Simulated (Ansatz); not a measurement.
Ansatz (a first-principles code) is run on Mg14AlSb (Amm2, 16 atoms in the cell), and the run fails. The aim is a self-consistent single point with DFT, PBEsol, plane waves, default PAW files made with PBE.

Cell that was meant: a = 10.0812 Å, b = 6.2112 Å, c = 6.2112 Å, α = 61.09°, β = 90.00°, γ = 90.00°.

Part of the input:

```yaml
    - [0.000000, 3.156538, 5.349360]
    - [0.000000, -3.156538, 5.349360]
  atoms:
    - { symbol: Mg, pos: [0.000000, 0.166100, 0.166100] }
    - { symbol: Mg, position: [0.000000, 0.666290, 0.666290] }
    - { symbol: Mg, position: [0.500000, 0.166940, 0.664860] }
    - { symbol: Mg, position: [0.500000, 0.664860, 0.166940] }
```

Output (repeated stretches shortened):

```
Error: YAML parse error: error: line 8 column 21: unknown field `pos`, expected one of symbol, position, position_ang, spin, spin_axis, wyckoff
  --> <input>:8:21
   |
 6 |     - [0.000000, -3.156538, 5.349360]
 7 |   atoms:
 8 |     - { symbol: Mg, pos: [0.000000, 0.166100, 0.166100] }
   |                     ^ unknown field `pos`, expected one of symbol, position, position_ang, spin, spin_axis, wyckoff
 9 |     - { symbol: Mg, position: [0.000000, 0.666290, 0.666290] }
10 |     - { symbol: Mg, position: [0.500000, 0.166940, 0.664860] }
   |
```

Task: From the messages shown, name the fault and mend the input.

Result: The program does not know the word pos. To fix it, write position. The program stopped before any SCF iteration.

An input that runs soundly differs in these lines (not the only fix; some lines may just follow from the change or write a value another way):
```diff
-    - { symbol: Mg, pos: [0.000000, 0.166100, 0.166100] }
+    - { symbol: Mg, position: [0.000000, 0.166100, 0.166100] }
```

With that input, the run converged in 7 iterations: free energy E − TS (on the zero of these files) -33701.5076 eV; Fermi level (on the code's own zero) 6.81 eV; pressure 1.78 GPa; largest force (vector length) 0.074 eV/Å (DFT, PBEsol, plane waves, default PAW files made with PBE).

On the sound input: the starting cell comes from a database of computed structures (which also holds hypothetical and non-ambient phases and stackings), without a prior relaxation at this level. Its lattice was rescaled by a random factor within 2.5 % of one. Ansatz's pressure includes its estimate of the finite-basis (Pulay) stress. The run gives no clean gap (levels at the Fermi energy touch, overlap or are partly filled at this smearing), which alone does not show that the compound is a metal.
